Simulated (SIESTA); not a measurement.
**Worked example: self-consistent single point of a (001) slab of MgO (cut from a parent of space group no. 225; 8 atoms in the cell) in SIESTA**

Method of the run: GGA PBE, numerical atomic orbitals DZP, PseudoDojo PBE standard norm-conserving potentials (rewritten from UPF to PSML) run with SIESTA 5.4.2.

Input:

```
# files in the folder: Mg.psml O.psml (PseudoDojo PBE standard)
SystemName  MgO
SystemLabel siesta

NumberOfAtoms                8
NumberOfSpecies              2
%block ChemicalSpeciesLabel
  1 12 Mg
  2 8 O
%endblock ChemicalSpeciesLabel
LatticeConstant              1.0 Bohr
%block LatticeVectors
     5.608686351    0.000000000    0.000000000
    -5.608686351    5.608686351    0.000000000
     0.000000000    0.000000000   38.353847410
%endblock LatticeVectors
AtomicCoordinatesFormat      Ang
%block AtomicCoordinatesAndAtomicSpecies
     0.000000000    0.000000000    9.098688731  1
    -1.483994500    1.483994500    7.000003008  1
     0.000000000    0.000000000   13.295978992  1
    -1.483994500    1.483994500   11.197394749  1
    -1.483994500    1.483994500    9.098688731  2
     0.000000000    0.000000000    7.000003008  2
    -1.483994500    1.483994500   13.295978992  2
     0.000000000    0.000000000   11.197394749  2
%endblock AtomicCoordinatesAndAtomicSpecies

XC.functional                GGA
XC.authors                   PBE
PAO.BasisSize                DZP
PAO.EnergyShift              0.01 Ry
MeshCutoff                   350 Ry
%block kgrid.MonkhorstPack
    5   0   0  0.0
    0   5   0  0.0
    0   0   1  0.0
%endblock kgrid.MonkhorstPack
OccupationFunction           FD
ElectronicTemperature        0.02 eV

MaxSCFIterations             150
SCF.Mixer.Method             Pulay
SCF.Mixer.Weight             0.2
SCF.Mixer.History            8
SCF.DM.Tolerance             1.0E-05
Diag.ParallelOverK           true
WriteForces                  true
```

Output (repeated stretches shortened):

```
reinit: Reading from file input.fdf

reinit: System Name: MgO
reinit: System Label: siesta

coor:   Atomic-coordinates input format  =     Cartesian coordinates
coor:                                          (in Angstroms)

siesta: Atomic coordinates (Bohr) and species
siesta:      0.00000   0.00000  17.19403  1        1
siesta:     -2.80434   2.80434  13.22809  1        2
siesta:      0.00000   0.00000  25.12576  1        3
siesta:     -2.80434   2.80434  21.16001  1        4
siesta:     -2.80434   2.80434  17.19403  2        5
siesta:      0.00000   0.00000  13.22809  2        6
siesta:     -2.80434   2.80434  25.12576  2        7
siesta:      0.00000   0.00000  21.16001  2        8

siesta: System type = slab

initatomlists: Number of atoms, orbitals, and projectors:      8    88    84

siesta: ******************** Simulation parameters ****************************
redata: Spin configuration                          = none
redata: Time-Reversal Symmetry                      = T
redata: Number of Atomic Species                    =        2
redata: Mesh Cutoff                                 =   350.0000 Ry
redata: Net charge of the system                    =     0.0000 |e|
redata: Min. number of SCF Iter                     =        0
redata: Max. number of SCF Iter                     =      150
redata: SCF convergence failure will abort job
redata: SCF mix quantity                            = Hamiltonian
redata: Mix DM or H after convergence               =   F
redata: Recompute H after scf cycle                 =   F
redata: Mix DM in first SCF step                    =   T
redata: No kicks to SCF
redata: DM Mixing Weight for Kicks                  =     0.5000
redata: Require Harris convergence for SCF          =   F
redata: Harris energy tolerance for SCF             =     0.000100 eV
redata: Require DM convergence for SCF              =   T
   [... lines left out ...]
diag: Parallel distribution                         =     1 x     1
diag: Used triangular part                          = Lower
diag: Absolute tolerance                            =  0.100E-15
diag: Orthogonalization factor                      =  0.100E-05
diag: Memory factor                                 =  1.0000

superc: Internal auxiliary supercell:     9 x     5 x     1  =      45
superc: Number of atoms, orbitals, and projectors:    360   3960   3780

                        Single-point calculation

superc: Internal auxiliary supercell:     9 x     5 x     1  =      45
superc: Number of atoms, orbitals, and projectors:    360   3960   3780

outcell: Unit cell vectors (Ang):
        2.967989    0.000000    0.000000
       -2.967989    2.967989    0.000000
        0.000000    0.000000   20.295982

outcell: Cell vector modules (Ang)   :    2.967989    4.197370   20.295982
outcell: Cell angles (23,13,12) (deg):     90.0000     90.0000    135.0000
outcell: Cell volume (Ang**3)        :    178.7865
new_DM -- step:     1
Initializing Density Matrix...

Attempting to read DM from file... Failed...
DM filled with atomic data:

InitMesh: MESH = 32 x 48 x 256 = 393216
InitMesh: Mesh cutoff (required, used) =   350.000   401.594 Ry

stepf: Fermi-Dirac step function
        iscf     Eharris(eV)        E_KS(eV)     FreeEng(eV)     dDmax    Ef(eV) dHmax(eV)
   scf:    1    -8239.665880    -8264.985599    -8264.985599  1.518849 -3.986041 11.289460
   scf:    2    -8274.126225    -8270.152689    -8270.152689  0.183399 -3.920637  5.649363
   scf:    3    -8271.859879    -8271.606679    -8271.606679  0.222228 -4.044689  1.664335
   scf:    4    -8271.664474    -8271.642547    -8271.642547  0.020471 -4.194508  1.178780
   scf:    5    -8271.671898    -8271.658562    -8271.658562  0.029864 -4.633851  0.162626
   scf:    6    -8271.660883    -8271.660382    -8271.660382  0.008732 -4.720652  0.068019
   scf:    7    -8271.660537    -8271.660483    -8271.660483  0.001054 -4.710262  0.015902
   scf:    8    -8271.660200    -8271.660394    -8271.660394  0.001691 -4.710329  0.052231
   scf:    9    -8271.660522    -8271.660491    -8271.660491  0.001202 -4.709622  0.002229
   scf:   10    -8271.660491    -8271.660491    -8271.660491  0.000065 -4.709081  0.000991
   scf:   11    -8271.660491    -8271.660491    -8271.660491  0.000024 -4.709028  0.000451
   scf:   12    -8271.660491    -8271.660491    -8271.660491  0.000004 -4.709127  0.000017
SCF Convergence by DM+H criterion
max |DM_out - DM_in|         :     0.0000044190
max |H_out - H_in|      (eV) :     0.0000174143
SCF cycle converged after 12 iterations

Using DM_out to compute the final energy and forces

siesta: E_KS(eV) =            -8271.6605

siesta: E_KS - E_eggbox =     -8271.6605

siesta: Atomic forces (eV/Ang):
     1    0.000000   -0.000000    0.070806
     2   -0.000000   -0.000000    0.135705
     3    0.000000   -0.000000   -0.135181
     4    0.000000   -0.000000   -0.071392
     5   -0.000000    0.000000   -0.016483
     6    0.000000   -0.000000   -0.480677
     7   -0.000000    0.000000    0.481165
     8   -0.000000   -0.000000    0.016023
   Tot   -0.000000   -0.000000   -0.000036
   Max    0.481165
   Res    0.145759    sqrt( Sum f_i^2 / 3N )
   Max    0.481165    constrained

Stress tensor Voigt[x,y,z,yz,xz,xy] (kbar):       11.05       11.43      -16.85        0.00       -0.00        0.11
(Free)E + p*V (eV/cell)    -8271.8696
Target enthalpy (eV/cell)    -8271.6605

siesta: Program's energy decomposition (eV):
siesta: Ebs     =     -2080.219199
siesta: Eions   =     10514.155308
siesta: Ena     =       866.749697
siesta: Ekin    =      4915.247879
siesta: Enl     =     -2243.207922
siesta: Eso     =         0.000000
siesta: Edftu   =         0.000000
siesta: DEna    =        28.914357
siesta: DUscf   =         3.789711
siesta: DUext   =         0.000000
siesta: Ex      =     -1253.219489
siesta: Ec      =       -75.779417
siesta: Exc     =     -1328.998906
siesta: Eharris =     -8271.660491
siesta: Etot    =     -8271.660491
siesta: FreeEng =     -8271.660491

siesta: Atomic forces (eV/Ang):
siesta:      1    0.000000   -0.000000    0.070806
siesta:      2   -0.000000   -0.000000    0.135705
siesta:      3    0.000000   -0.000000   -0.135181
siesta:      4    0.000000   -0.000000   -0.071392
siesta:      5   -0.000000    0.000000   -0.016483
siesta:      6    0.000000   -0.000000   -0.480677
siesta:      7   -0.000000    0.000000    0.481165
siesta:      8   -0.000000   -0.000000    0.016023
siesta: ----------------------------------------
siesta:    Tot   -0.000000   -0.000000   -0.000036

siesta: Stress tensor (static) (eV/Ang**3):
siesta:     0.006895    0.000067   -0.000000
siesta:     0.000067    0.007133    0.000000
siesta:    -0.000000    0.000000   -0.010519

siesta: Cell volume =        178.786467 Ang**3

siesta: Pressure (static):
siesta:                Solid            Molecule  Units
siesta:          -0.00001274         -0.00005457  Ry/Bohr**3
siesta:          -0.00116983         -0.00501056  eV/Ang**3
siesta:          -1.87427150         -8.02780756  kBar

siesta: Electric dipole (a.u.)  =   -0.000000   -0.000000   -0.000000
siesta: Electric dipole (Debye) =   -0.000000   -0.000000   -0.000001
```

The run converged in 12 iterations.

The starting cell has typed, rounded lattice constants, without a prior relaxation at this level. The slab is cut from that crystal, and its faces are unrelaxed. Its lattice was rescaled by up to half a per cent. Spin polarisation is off, though cut faces can carry moments; a gap of a slab can lie between surface states. Values carry the incompleteness of an atom-centred basis.
